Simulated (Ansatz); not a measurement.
Ni2Si: pressure series

Start from Ni$_{2}$Si (space group Pnma, No. 62; non-magnetic).

```xyz
12
Lattice="4.9156 0.0000 0.0000 0.0000 3.6982 0.0000 0.0000 0.0000 7.0080" Properties=species:S:1:pos:R:3 pbc="T T T"
Ni     2.6654     0.9246     5.5539
Ni     0.2076     0.9246     4.9581
Ni     2.2502     2.7737     1.4541
Ni     4.7080     2.7737     2.0499
Ni     0.8430     0.9246     0.4224
Ni     3.3008     0.9246     3.0816
Ni     4.0727     2.7737     6.5856
Ni     1.6149     2.7737     3.9264
Si     3.4817     0.9246     0.7948
Si     1.0238     0.9246     2.7092
Si     1.4340     2.7737     6.2132
Si     3.8918     2.7737     4.2988
```

Cell and atoms are relaxed at each pressure.

Level of theory: PBEsol/PAW in Ansatz (a quantum-chemistry and plane-wave program), no spin-orbit coupling.

Notes on the quantities. enthalpy: H = E + PV relative to the base's energy.

```csv
case,density,shortest interatomic distance,enthalpy
base,7.58 g/cm³,4.330 bohr,–
pressure 1.8 GPa,7.65 g/cm³,4.321 bohr,+0.12 eV/atom
pressure 4.2 GPa,(withheld),(withheld),+0.28 eV/atom
pressure 9 GPa,7.88 g/cm³,4.288 bohr,+0.58 eV/atom
pressure 18 GPa,8.14 g/cm³,4.251 bohr,+1.15 eV/atom
pressure 30 GPa,8.44 g/cm³,4.207 bohr,+1.88 eV/atom
```

Question: Complete the table.

Answer: 
- pressure 4.2 GPa, density: 7.73 g/cm³
- pressure 4.2 GPa, shortest interatomic distance: 4.309 bohr

Load acts through the strain it causes; cell and atoms are relaxed under it. Stability against distortions was not tested. No other phases were tried under pressure. Seeded moments were not kept for the base. The final runs are not spin-polarised.
